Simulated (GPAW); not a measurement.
## Energy against c/a at fixed volume: hcp Re (space group 194) (GPAW, PBE)

```
CELL_PARAMETERS angstrom
      2.81162     0.00000     0.00000
     -1.40581     2.43493     0.00000
      0.00000     0.00000     4.36167
ATOMIC_POSITIONS crystal
  Re 0.66667 0.33333 0.75000
  Re 0.33333 0.66667 0.25000
```

Method: PBE, GPAW PAW datasets PBE (gpaw-data 1.0.1) (plane waves; GPAW). Settings: mode = pw; ecut = 585 eV; xc = PBE; kpts = 28 28 16; mesh shift (steps) = 0 0 0; occupations.name = fermi-dirac; occupations.width = 0.05 eV; nbands = -6; convergence.density = 1e-06 e/electron; convergence.energy = 1e-06 eV/electron; symmetry.symmorphic = false; symmetry.tolerance = 0.0005; maxiter = 150. The cell above is the first row's. The rows change c/a at fixed volume. In all rows fractional positions and the k mesh are held. E is the free energy at the stated smearing, counted from the lowest row.

```
c/a     E (meV/atom)
------  ------------
1.5513         21.93
1.5675         12.28
1.5836          5.42
1.5998          1.33
1.6159          0.00
1.6321          1.46
1.6483          5.73
1.6644         12.78
1.6806             ?
```

### Question
Using a cubic, estimate the missing E at c/a = 1.6806 from the other rows, showing the fit.

### Answer
With u = c/a - 1.61, the rows have u = -0.05870, -0.04250, -0.02640, -0.01020, 0.00590, 0.02210, 0.03830, 0.05440. Least squares gives E = 0.161 - 59.18·u + 5330.8·u² + 369·u³. Residuals (row less fit): 0.001, 0.003, -0.012, 0.011, 0.003, -0.001, -0.005, 0.003; standard error 0.009 (degrees of freedom: 4). The fitted curve has its minimum at c/a = 1.62, where E = 0.00. To one more digit the minimum is at c/a = 1.616; the ideal close-packed ratio is 1.633. At the withheld row, u = 0.07060, so E = 0.161 - 59.18 × 0.07060 + 5330.8 × 0.07060² + 369 × 0.07060³ = 22.683 meV/atom. The calculation gives 22.54 meV/atom, 0.143 meV/atom below the prediction (0.6 % of the range of E in the table). The row lies outside the fitted rows, so this is an extrapolation. From the scatter of the fitted rows alone, a prediction at this place has a standard error of 0.024 meV/atom, so the miss is 6.0 times that.

Carrying the step between the two nearest rows on in a straight line would have given 19.87, off by 2.67; series whose last step already gives the withheld value aren't shown. The reference cell has the volume at which an earlier scan in this program and functional put its minimum by a fit; axis ratios and inner coordinates come from a measured-size cell. The runs keep the symmetry of the cell, so they don't test it for distortions. The best c/a moves a little with volume. Spin polarisation is off. Spin-orbit coupling is off. In metals such curves are sensitive to mesh and smearing. Cutoffs and mesh are single choices, not tested for convergence of this quantity. Series with a scatter that would blur these digits, or in which a gap closes, are not shown. Strain series were run only where this level's volume lies within 10 % of a first guess from the measured size.

Terms beyond the fitted order, or numerical noise in single rows, can give a miss of this size; the table doesn't tell which.
